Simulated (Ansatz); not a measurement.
Start from Sr₃AsN in the anti-perovskite structure (space group Pm-3m, No. 221; a cell from a computed database, its experimental status unchecked).

```yaml
crystal:
  lattice:
    - [5.04128, 0.00000, 0.00000]
    - [0.00000, 5.04128, 0.00000]
    - [0.00000, 0.00000, 5.04128]
  atoms:
    - { symbol: Sr, position: [0.00000, 0.50000, 0.50000] }
    - { symbol: Sr, position: [0.50000, 0.00000, 0.50000] }
    - { symbol: Sr, position: [0.50000, 0.50000, 0.00000] }
    - { symbol: As, position: [0.00000, 0.00000, 0.00000] }
    - { symbol: N, position: [0.50000, 0.50000, 0.50000] }
```

Levels (all Ansatz, a quantum-chemistry and plane-wave program, PAW): PBEsol (420 eV, no spin-orbit coupling); HSE06 (420 eV, no spin-orbit coupling).

Its gap is 0.38 eV with PBEsol and 1.20 eV with HSE06.

It is then changed as follows: a hydrostatic pressure of 5 GPa.

With PBEsol the gap becomes 0.17 eV.

Problem. If the HSE06 correction stayed the same, what would the HSE06 gap be, and what does the HSE06 run give?

Solution. A rigid correction of +0.82 eV gives 0.99 eV. The HSE06 run gives 1.02 eV, so the two effects roughly add.

Single points use the geometry relaxed with PBEsol. Load acts through the strain it causes; cell and atoms are relaxed under it. Stability against distortions was not tested. No other phases were tried under pressure. The zero or small gap of Sr3AsN under pressure 5 GPa can change with the level of theory.
